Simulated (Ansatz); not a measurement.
Levels about the gap of amorphous La6Nb12O39 (57 atoms in a cell of 859 Å³, 4.97 g/cm³; zone centre alone, so wide bands show as single levels with stretches between that a denser mesh fills), at the geometry that PBE relaxed, where it gives 0.1 GPa on a denser mesh. The participation number counts the atoms over which a state spreads; weights are charges in smoothed Voronoi cells. The levels come from a single point, so bond lengths are those of that geometry. Method of the levels: PBE, scalar-relativistic without spin-orbit coupling (Ansatz, an electronic-structure program). Sampling: the zone centre alone; Fermi-Dirac width 0.02 eV; no spin polarisation. At PBE the levels at the filled edge of the gap are localised (band-tail or defect states).

It comes from a melt-quench run on a machine-learned potential (CHGNet), relaxed afterwards by DFT. O atoms were pushed apart under 1.9 Å during the dynamics, to hinder bonds among them. The hot cell started wider than the set density and was brought back towards it in steps. It is the lowest in DFT energy of 2 quenches. It is a model cell: composition and starting density were chosen by hand, and all elements were melted together. No dispersion term was used. Its density started from a set value of 5.28 and ended at 4.97 g/cm³. Cooling (nominally 360 K/ps over its main leg) ran many orders faster than in experiment, which tends to leave more defects and strain. Values belong to this one cell and scatter from quench to quench. Volume and shape were free in the relaxation.

```
E - E(highest filled), eV  filling  participation number        largest on  weight O  weight Nb  weight La
-------------------------  -------  --------------------  ----------------  --------  ---------  ---------
-0.33                       filled                  10.9   O, 3 neighbours      0.95       0.03       0.02
-0.32                       filled                  16.9   O, 3 neighbours      0.94       0.03       0.03
-0.25                       filled                  17.8   O, 2 neighbours      0.95       0.04       0.01
-0.16                       filled                  18.8   O, 2 neighbours      0.94       0.03       0.03
-0.12                       filled                  12.9   O, 3 neighbours      0.93       0.03       0.04
-0.09                       filled                  13.6   O, 2 neighbours      0.94       0.02       0.03
0.00                        filled                   3.7   O, 3 neighbours      0.94       0.02       0.04
3.15                         empty                  10.5  Nb, 6 neighbours      0.33       0.64       0.03
3.23                         empty                  15.9  Nb, 6 neighbours      0.32       0.64       0.04
3.39                         empty                   9.0  Nb, 6 neighbours      0.33       0.61       0.06
3.42                         empty                  12.6  Nb, 6 neighbours      0.33       0.63       0.04
3.48                         empty                  12.5  Nb, 5 neighbours      0.31       0.65       0.04
3.55                         empty                  11.6  Nb, 6 neighbours      0.32       0.61       0.06
3.63                         empty                  11.3  Nb, 5 neighbours      0.33       0.60       0.07
```

Most localised among these is the filled level at +0.00 eV, on a O atom, which has 3 neighbours (La 2.27 Å, La 2.39 Å, La 2.42 Å).
